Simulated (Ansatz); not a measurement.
Ti: response to strain

Take Ti in the hcp (Mg type) structure (space group P6_3/mmc, No. 194; a = 2.8644 Å, c = 4.5373 Å; relaxed with 0.1 eV smearing) as the base. Axes: x lies along a and z along c of the hexagonal cell.

Strains are applied to the cell and any free atomic positions relax.

Level of theory: plane-wave PAW DFT at the LDA level (Ansatz, a program for electronic structure, 420 eV), no spin-orbit coupling.

Notes on the quantities. energy relative to the base: free energy F; pressure: mean of the normal stresses, compression positive.

```tsv
change	energy relative to the base	pressure	volume per atom
base	0 meV/atom	0.0 GPa	16.12 Å³
uniaxial strain ε_xx = −3.00 %	?	3.9 GPa	15.64 Å³
uniaxial strain ε_xx = −2.50 %	+5.5 meV/atom	3.3 GPa	15.72 Å³
uniaxial strain ε_xx = −2.00 %	+3.5 meV/atom	2.6 GPa	15.80 Å³
uniaxial strain ε_xx = −1.50 %	+2.0 meV/atom	1.9 GPa	15.88 Å³
uniaxial strain ε_xx = −1.00 %	+0.9 meV/atom	1.3 GPa	15.96 Å³
uniaxial strain ε_xx = +0.50 %	+0.2 meV/atom	-0.6 GPa	16.20 Å³
uniaxial strain ε_xx = +1.00 %	+0.8 meV/atom	-1.2 GPa	16.28 Å³
uniaxial strain ε_xx = +1.50 %	+1.9 meV/atom	?	16.36 Å³
uniaxial strain ε_xx = +2.00 %	?	?	16.44 Å³
```

Task: Complete the table.

Result: 
- uniaxial strain ε_xx = −3.00 %, energy relative to the base: +8.1 meV/atom
- uniaxial strain ε_xx = +1.50 %, pressure: -1.8 GPa
- uniaxial strain ε_xx = +2.00 %, energy relative to the base: +3.3 meV/atom
- uniaxial strain ε_xx = +2.00 %, pressure: -2.4 GPa

No phonon test of stability was made. The final runs are not spin-polarised.
